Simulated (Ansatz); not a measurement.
For TiAg (P4/nmm, No. 129; structure not from a measured cell), PBEsol (Ansatz, a first-principles code, plane waves, PAW) gives:

| Quantity | Value |
|---|---|
| equilibrium lattice constant a | 2.865 Å |
| lattice parameter c | 8.094 Å |

Question: What does r²SCAN in Ansatz (PAW) give for the same quantities?

Answer: 
- lattice constant a: 2.892 Å (grows by 0.9 %)
- lattice parameter c: 8.195 Å (increases by 1.2 %)

Changes are worked out from the printed values.

Unless a cell is named, each level is at its own relaxed cell (PBEsol 16.61, r²SCAN 17.13 Å³/atom).

Caveats: the relaxation could not lower the start's symmetry, so the cell can be a saddle point above a distorted one (PBEsol, r²SCAN). Ansatz's density-functional and Hartree–Fock values are scalar-relativistic unless marked +SOC, with PAW data made under PBE.
